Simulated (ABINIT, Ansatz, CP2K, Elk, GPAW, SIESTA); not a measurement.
CdS (F-43m, 2 atoms in the cell) computed with different codes at matched settings

Self-consistent single point.

```
CELL_PARAMETERS angstrom
      0.00000     2.94295     2.94295
      2.94295     0.00000     2.94295
      2.94295     2.94295     0.00000
ATOMIC_POSITIONS crystal
  Cd 0.00000 0.00000 0.00000
  S  0.25000 0.25000 0.25000
```

Shared settings, as Ansatz (an electronic-structure program) writes them: kpoints.mp_grid.grid = 5 5 5; scf.occupations.method = fixed. Potentials and cutoffs stand in the table.

| code | model | pressure (GPa) | gap on the mesh (eV) | cutoff |
|---|---|---|---|---|
| Ansatz | LDA (PW92), PAW files made with PBE | -3.87 | 0.800 | default |
| CP2K | LDA (Pade form), GPW, DZVP-MOLOPT-SR-GTH basis, GTH-PADE potentials (GTH_POTENTIALS) | -2.50 | 0.758 | grid 500 Ry |
| SIESTA | LDA PW92, numerical atomic orbitals DZP, PseudoDojo LDA standard norm-conserving potentials (rewritten from UPF to PSML) | -4.48 | 1.063 | grid 350 Ry |
| ABINIT | LDA (PW92), PAW (JTH v2.0 LDA PAW) | -3.85 | 0.780 | 21 Ha |
| Elk | LDA (PW92), all-electron FP-LAPW, Elk's shipped species files, APW+lo basis with extra local orbitals | – | 0.797 | rgkmax 8 |
| GPAW | LDA (Perdew-Wang 92), GPAW PAW datasets LDA (gpaw-data 1.0.1) | -4.07 | 0.784 | 600 eV |

A dash marks a value that a program does not give, or that is left out as unsure.

Gaps are read on the mesh.

The spread over the programs that give each value: pressure within 1.98 GPa; gap on the mesh within 0.305 eV.

CP2K and SIESTA use small atom-centred bases, whose incompleteness enters pressures, forces and empty levels differently from a plane-wave cutoff. Elk treats all electrons, but the usual bases taken here (sphere radii, linearisation, local orbitals, empty states) were not tested for convergence, so the values are no reference for the others. Ansatz's pressure is given at a fixed set of plane waves, as the other plane-wave codes print theirs. In the pressure, CP2K (by 1.37) lies more than 1 GPa from the median of the plane-wave programs. In the gap, SIESTA (by 0.279) lies more than 0.12 eV from the median of the plane-wave programs.

The starting cell comes from a database of computed structures (which also holds hypothetical and non-ambient phases and stackings), without a prior relaxation at this level.

Left out of this page: FLEUR (with a known weakness of the program).

Keys are those of Ansatz 0.2.
